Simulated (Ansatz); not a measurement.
The starting structures come from a database of crystals and need not be the phases stable at ambient conditions.

 Where the default PAW files enter, the runs use the earlier of Ansatz's two default sets.

The decay constant κ of evanescent states in the gap governs leakage through a thin film.

Consider the following.

```yaml
crystal:
  lattice:
    - [4.42150, 0.00000, 0.00000]
    - [0.00000, 4.42150, 0.00000]
    - [0.00000, 0.00000, 7.26852]
  atoms:
    - { symbol: Ba, position: [0.00000, 0.50000, 0.79182] }
    - { symbol: Ba, position: [0.50000, 0.00000, 0.20818] }
    - { symbol: H, position: [0.50000, 0.50000, 0.00000] }
    - { symbol: H, position: [0.00000, 0.00000, 0.00000] }
    - { symbol: Cl, position: [0.50000, 0.00000, 0.65365] }
    - { symbol: Cl, position: [0.00000, 0.50000, 0.34635] }
```

Space group of this cell: P4/nmm. The cell is taken as given.

Transport runs along the normal of the first two printed cell vectors, the (001) plane of the conventional cell.

The gap is the functional's own. No spin-orbit coupling. Mid-gap values are interpolated on the energy grid.

Q: State the band gap and the smallest decay constant κ at mid-gap according to r2SCAN in Ansatz (a first-principles code).

A: Gap 3.82 eV on a 8×8×4 mesh; κ = 0.391 1/Å, at the zone centre.
